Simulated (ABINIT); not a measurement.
Input and output of a self-consistent single point for YIr₂ (Fd-3m, 6 atoms in the cell) (ABINIT).

Method of the run: PBEsol, PAW (JTH v2.0 PBE PAW, files made for PBE) (plane waves; ABINIT).

```
CELL_PARAMETERS angstrom
      0.00000     3.77473     3.77473
      3.77473     0.00000     3.77473
      3.77473     3.77473     0.00000
ATOMIC_POSITIONS crystal
  Y  0.50000 0.50000 0.50000
  Y  0.75000 0.75000 0.75000
  Ir 0.62500 0.12500 0.12500
  Ir 0.12500 0.12500 0.62500
  Ir 0.12500 0.62500 0.12500
  Ir 0.12500 0.12500 0.12500
```

Reference input (self-consistent single point, DFT, PBEsol, plane waves, PAW (JTH v2.0 PBE PAW, files made for PBE)): pseudos = [Y.GGA_PBE-JTH.xml, Ir.GGA_PBE-JTH.xml]; ecut = 20 Ha; pawecutdg = 40 Ha; pawxcdev = 0; ixc = -116133; occopt = 3; tsmear = 0.00367493 Ha; ngkpt = 4 4 4; nshiftk = 1; shiftk = 0 0 0; potentials = JTH v2.0 PBE PAW; nband = 52. This run's input differs from it in these lines:

```diff
@@ -25,3 +25,3 @@
 occopt 3
-tsmear 0.00367493
+tsmear 0.01102480
 nband 52
```

Output (repeated stretches shortened):

```
--- !BeginCycle
solver: {iscf: 17, nstep: 50, nline: 4, wfoptalg: 10, }
tolerances: {tolvrs: 1.00E-10, }
...

     iter   Etot(hartree)      deltaE(h)  residm     nres2
 ETOT  1  -381.66183564754    -3.817E+02 1.321E+00 6.154E+01
 ETOT  2  -386.22443877265    -4.563E+00 1.246E-01 3.059E+01
 ETOT  3  -386.08631701477     1.381E-01 2.767E-02 3.466E+00
 ETOT  4  -386.08214835744     4.169E-03 6.102E-03 2.021E+00
 ETOT  5  -386.07586858197     6.280E-03 2.995E-03 4.037E-02
   [... 8 lines left out ...]
 ETOT 14  -386.07621199136    -1.056E-08 1.309E-03 1.590E-08
 ETOT 15  -386.07621199562    -4.259E-09 8.146E-04 1.746E-09
 ETOT 16  -386.07621199752    -1.897E-09 8.118E-04 2.905E-09
 ETOT 17  -386.07621199845    -9.327E-10 4.964E-04 9.835E-11
 At SCF step   17       nres2   =  9.83E-11 < tolvrs=  1.00E-10 =>converged.

 Cartesian components of stress tensor (hartree/bohr^3)
  sigma(1 1)=  1.04988015E-04  sigma(3 2)=  0.00000000E+00
  sigma(2 2)=  1.04988015E-04  sigma(3 1)=  0.00000000E+00
  sigma(3 3)=  1.04988015E-04  sigma(2 1)=  0.00000000E+00

 ----iterations are completed or convergence reached----

 reduced coordinates (array xred) for    6 atoms
       0.500000000000      0.500000000000      0.500000000000
       0.750000000000      0.750000000000      0.750000000000
       0.625000000000      0.125000000000      0.125000000000
       0.125000000000      0.125000000000      0.625000000000
       0.125000000000      0.625000000000      0.125000000000
       0.125000000000      0.125000000000      0.125000000000
 cartesian forces (eV/Angstrom) at end:
   [... lines left out ...]
 Fermi (or HOMO) energy (hartree) =   0.45200   Average Vxc (hartree)=  -0.44688
   [... lines left out ...]
'-kT*entropy'       : -5.27570947752475E-02
total_energy        : -3.86076214287173E+02
total_energy_eV     : -1.05056680661839E+04
...

-Cartesian components of stress tensor (GPa)         [Pressure= -3.0889E+00 GPa]
- sigma(1 1)=  3.08885351E+00  sigma(3 2)=  0.00000000E+00
- sigma(2 2)=  3.08885351E+00  sigma(3 1)=  0.00000000E+00
- sigma(3 3)=  3.08885351E+00  sigma(2 1)=  0.00000000E+00

 Calculation completed.
```

The run converged in 17 iterations. Against the reference run the free energy drops by 101 meV/atom and the pressure goes from -4.34 to -3.09 GPa.

The starting cell comes from a database of computed structures (which also holds hypothetical and non-ambient phases and stackings), without a prior relaxation at this level. Spin polarisation is off. The potentials were made for another functional than the one used. With a pressure of about -3 GPa the cell is away from its equilibrium volume at this level.

Cost on one core of a shared machine: roughly 4 min.
